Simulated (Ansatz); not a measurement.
# Sr: biaxial strain −1.67 %, plane normal [111], relaxed out of plane

Take Sr in the fcc (Cu type) structure (space group Fm-3m, No. 225; a = 5.9225 Å) as the base. Axes: x, y, z lie along the cube axes.

Modification: biaxial strain −1.67 %, plane normal [111], relaxed out of plane (Cartesian); in-plane vectors clamped, the third vector and the atoms free.

Computed with Ansatz (a program for electronic structure), PBEsol, PAW, cutoff 420 eV, scalar-relativistic without spin-orbit coupling. Γ-centred 14×14×14 mesh, Fermi–Dirac width 0.05 eV.

```tsv
quantity	base	changed	shift
volume per atom	51.93 Å³	50.45 Å³	-1.48 Å³
space group	Fm-3m (No. 225)	R-3m (No. 166)	–
shortest interatomic distance	4.188 Å	4.118 Å	-0.070 Å
energy relative to the base (free energy F)	0 meV/atom	+3.0 meV/atom	+3.0 meV/atom
band gap	zero	zero	–
out-of-plane strain (rough)	–	+0.47 %	–
mean in-plane stress (compression positive) (rough)	–	+0.6 GPa	–
```

Final structure (turned so that z lies along the plane normal):

```
Sr
1.0
    4.11792     0.00000     0.00000
    2.05896     3.56622     0.00000
    2.05896    -1.18874     3.43554
Sr
1
Direct
  0.00000   0.00000   0.00000
```

Without a gap, meshes like the base's 14×14×14 leave anisotropic stresses uncertain by several tenths of a GPa, and small strain energies with them. No phonon test of stability was made.
